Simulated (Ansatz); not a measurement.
Worked example: relaxation of cell and atoms of Pd (P6_3/mmc, 2 atoms in the cell) in Ansatz (a quantum-chemistry and plane-wave program).

Method of the run: LDA (PW92), default PAW files made with PBE (plane waves; Ansatz).

The change in words: atoms on their sites; basis.ecutwfc: 420 eV → 210 eV; relax: default → cell and atoms. Reference geometry:
```
CELL_PARAMETERS angstrom
      2.77532     0.00000     0.00000
     -1.38766     2.40350     0.00000
      0.00000     0.00000     4.61500
ATOMIC_POSITIONS crystal
  Pd 0.66667 0.33333 0.76083
  Pd 0.33333 0.66667 0.25000
```
Moments meant for the start (each program seeds them in its own way; μB, in the order of the atoms Pd Pd): 1.0 1.0.

Reference input (self-consistent single point, DFT, LDA (PW92), plane waves, default PAW files made with PBE): basis.ecutwfc = 420 eV; kpoints.mp_grid.grid = 12 12 6; hamiltonian.xc = lda; hamiltonian.pseudopotentials = {kind: paw} (the program's default PAW files); magnetization.spin_polarized = true; scf.occupations.method = fermi_dirac; scf.occupations.width = 0.1 eV. This run's input differs from it in these lines:

Ansatz 0.2 input:
```diff
@@ -6,6 +6,6 @@
   atoms:
-    - { symbol: Pd, position: [0.666667, 0.333333, 0.760834], spin: 1.0 }
+    - { symbol: Pd, position: [0.666667, 0.333333, 0.750000], spin: 1.0 }
     - { symbol: Pd, position: [0.333333, 0.666667, 0.250000], spin: 1.0 }
 basis:
-  ecutwfc: 420.0
+  ecutwfc: 210.0
 kpoints:
@@ -19,2 +19,4 @@
   occupations: { method: fermi_dirac, width: 0.1 }
+relax:
+  cell: {}
 output:
```

Log, with long lists cut:

```
   [... SCF lines of the steps left out ...]
relax step   1: F+E_penalty+E_count = -13671.65716774 eV  Δ(F+E_penalty+E_count) = +0.000e0 eV  max|allowed force component| = 2.313e-17 eV/Å  Δτ_max = 0.0000 Å  P = -3.049 GPa  Ω = 30.784 Å³  (16 SCF iters, dr2 threshold 1.00e-7 eV, accepted)
relax step   2: F+E_penalty+E_count = -13674.49402231 eV  Δ(F+E_penalty+E_count) = -2.837e0 eV  max|allowed force component| = 1.156e-17 eV/Å  Δτ_max = 0.0000 Å  P = +61.972 GPa  Ω = 29.700 Å³  energy of the carried Pulay correction = +3.083e0 eV  [...]
   [... lines left out ...]
relax step 119: F+E_penalty+E_count = -13671.64405632 eV  Δ(F+E_penalty+E_count) = +2.675e-3 eV  max|allowed force component| = 1.214e-17 eV/Å  Δτ_max = 0.0000 Å  P = -0.000 GPa  Ω = 29.973 Å³  energy of the carried Pulay correction = -1.912e-1 eV  [...]
relax step 120: F+E_penalty+E_count = -13671.84418043 eV  Δ(F+E_penalty+E_count) = -2.001e-1 eV  max|allowed force component| = 6.939e-18 eV/Å  Δτ_max = 0.0000 Å  P = +3.860 GPa  Ω = 29.973 Å³  stress off target by 6.50e0 GPa  SCF on the basis [...]
basis re-selected at this cell: Δ(F+E_penalty+E_count) = -2.001e-1 eV, ΔP = +3.860 GPa vs the last step
   [... lines left out ...]
Absolute magnetization: 0.0000 μB (∫|ρ↑−ρ↓|, with the PAW one-centre terms)
Free energy (F): -13671.844180 eV
Fermi energy:    18.921516 eV
Error: variable-cell relaxation did not converge after 120 `relax_step` rows, as none of its last 41 fresh-basis SCF(s) at a relaxed cell met both thresholds with a finite energy. The last misses `relax.cell.stress_tol`: largest allowed force component 6.94e-18 eV/Å (`relax.f_tol` 1.00e-2 eV/Å), stress off the target on the free part of the cell 6.50e0 GPa (`relax.cell.stress_tol` 5.00e-2 GPa), F+E_penalty+E_count -13671.84418043 eV. The closest is row 89, whose structure comes with this error. Larger ratio of force or stress to its threshold at each such SCF whose figures are numbers: 117.175, 133.685, 151.823, 171.320, 185.679, 187.232, 170.494, 133.729, 109.573, 92.288, 83.237, [...]
   [... lines left out ...]
to start a new deck from the relaxed geometry:
  cell:  # Å, volume = 29.6184 Å³
    - [2.8117198235330245, -2.924613558630542e-7, 0.0]
    - [-1.4058596584875485, 2.435020941734576, 0.0]
    - [0.0, 0.0, 4.326007404256689]
  atoms:
    - { symbol: Pd, position: [0.6666666666666666, 0.33333333333333337, 0.7499999999999999] }
    - { symbol: Pd, position: [0.3333333333333333, 0.6666666666666667, 0.25] }
```

The relaxation ended unconverged.  The full log also holds: “iter 8 did not close the SCF: its close was put off for a magnetic moment that had not settled (scf_convergence_deferred on its scf_iter line)”. The full log also holds: “iter 2 did not close the SCF: its close was put off for a magnetic moment that had not settled (scf_convergence_deferred on its scf_iter line)”.

The starting cell comes from a database of computed structures (which also holds hypothetical and non-ambient phases and stackings), without a prior relaxation at this level. Its lattice was rescaled by up to half a per cent. The program warned that a starting moment was not kept. The cutoff lies below the one recommended for these files.

Cost on one core of a shared machine: roughly 4 min.
